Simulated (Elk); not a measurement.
Elk run on SrCl2 (Fm-3m, 3 atoms in the cell): self-consistent single point.

Computed with LDA (PW92), all-electron FP-LAPW, Elk's shipped species files, APW+lo basis with extra local orbitals run with Elk.

The change in words: lattice scaled by 0.98. Reference geometry:
```
CELL_PARAMETERS angstrom
      0.00000     3.49974     3.49974
      3.49974     0.00000     3.49974
      3.49974     3.49974     0.00000
ATOMIC_POSITIONS crystal
  Sr 0.00000 0.00000 0.00000
  Cl 0.75000 0.75000 0.75000
  Cl 0.25000 0.25000 0.25000
```

Reference input (self-consistent single point, DFT, LDA (PW92), all-electron FP-LAPW, Elk's shipped species files, APW+lo basis with extra local orbitals): rgkmax = 7.5; swidth = 0.000367493 Ha; ngridk = 8 8 8; gmaxvr = 16 1/bohr; nxlo = 2; lorbcnd = true; lmaxi = 3; maxscl = 100. This run's input differs from it in these lines:

```diff
@@ -28,5 +28,5 @@
 avec
-    0.0000000000    3.4997450000    3.4997450000
-    3.4997450000    0.0000000000    3.4997450000
-    3.4997450000    3.4997450000    0.0000000000
+    0.0000000000    3.4297500000    3.4297500000
+    3.4297500000    0.0000000000    3.4297500000
+    3.4297500000    3.4297500000    0.0000000000
```

Output (repeated stretches shortened):

```
│ Self-consistent loop started │
│ Loop number : 1 │
 total energy                :     -4106.28949500
│ Loop number : 2 │
 total energy                :     -4106.18773140
RMS change in Kohn-Sham potential (target) :   0.1080817324     (  0.1000000000E-05)
Absolute change in total energy (target)   :   0.1017636042     (  0.1000000000E-03)
│ Loop number : 3 │
 total energy                :     -4104.98027267
RMS change in Kohn-Sham potential (target) :   0.9234206112E-01 (  0.1000000000E-05)
Absolute change in total energy (target)   :    1.232899624     (  0.1000000000E-03)
│ Loop number : 4 │
   [... lines left out ...]
Absolute change in total energy (target)   :   0.5829728298E-03 (  0.1000000000E-03)
│ Loop number : 13 │
 total energy                :     -4096.86868708
RMS change in Kohn-Sham potential (target) :   0.1869418476E-06 (  0.1000000000E-05)
Absolute change in total energy (target)   :   0.1342627829E-03 (  0.1000000000E-03)
│ Loop number : 14 │
 total energy                :     -4096.86867996
RMS change in Kohn-Sham potential (target) :   0.2377106511E-07 (  0.1000000000E-05)
Absolute change in total energy (target)   :   0.4068461931E-04 (  0.1000000000E-03)
Convergence targets achieved

│ Loop number : 15 │

Energies :
 Fermi                       :     0.620245405561E-01
 total energy                :     -4096.86868006

Density of states at Fermi energy :   0.2721140276E-06
 (states/Hartree/unit cell)

Estimated indirect band gap :   0.1863864017
 from k-point     21 to k-point      1
Estimated direct band gap   :   0.1882900026
 at k-point     21

Charges :
 core                        :    48.00000000
 valence                     :    24.00000000
 interstitial                :    4.695393373
 muffin-tins (core leakage)
  species :    1 (Sr)
   atom    1                 :    35.94427367     (  0.2870928408E-04)
  species :    2 (Cl)
   atom    1                 :    15.68016648     (  0.1585659155E-04)
   atom    2                 :    15.68016648     (  0.1585659155E-04)
 total in muffin-tins        :    67.30460663
 total calculated charge     :    72.00165829
 total charge                :    72.00000000
 error                       :   0.1658285573E-02

│ Self-consistent loop stopped │
```

The run converged in 15 iterations. The count includes the last loop, which Elk runs after its targets are met. Against the reference run the free energy falls by 22.2 meV/atom and the gap on the mesh goes from 4.841 to 5.072 eV.

The starting cell comes from a database of computed structures (which also holds hypothetical and non-ambient phases and stackings), without a prior relaxation at this level. For this run, on top of that: lattice scaled by 0.98. Values depend on the basis (sphere radii, cutoffs, local orbitals), which need not be converged.
